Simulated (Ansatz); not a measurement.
The reference is TlGaO2 (space group R-3m, No. 166; a = 3.070 Å, c = 19.151 Å (hexagonal axes); a hypothetical phase, not in the database extracts checked; layered, stacked along the Cartesian z axis).

The values are results of Ansatz (a quantum-chemistry and plane-wave program), PBEsol, PAW, cutoff 420 eV, scalar-relativistic without spin-orbit coupling, not measurements.

Before the change:

```
Property    Value
--------  -------
Pressure  0.0 GPa
```

The change: the cell is scaled by 0.9749 in all directions; the atoms relax in the strained cell.

Q: Estimate the effect on the largest internal atomic displacement, energy relative to the base and pressure.

A: The largest internal atomic displacement amounts to 0.026 Å; the energy grows by 31 meV/atom; the pressure (mean of the normal stresses, compression positive) goes from zero to 11.2 GPa.

The mesh was chosen for an insulator and is coarse for the gapless case. Stability against distortions was not tested. All final runs are without spin polarisation. No dispersion term is included in the PBEsol runs.
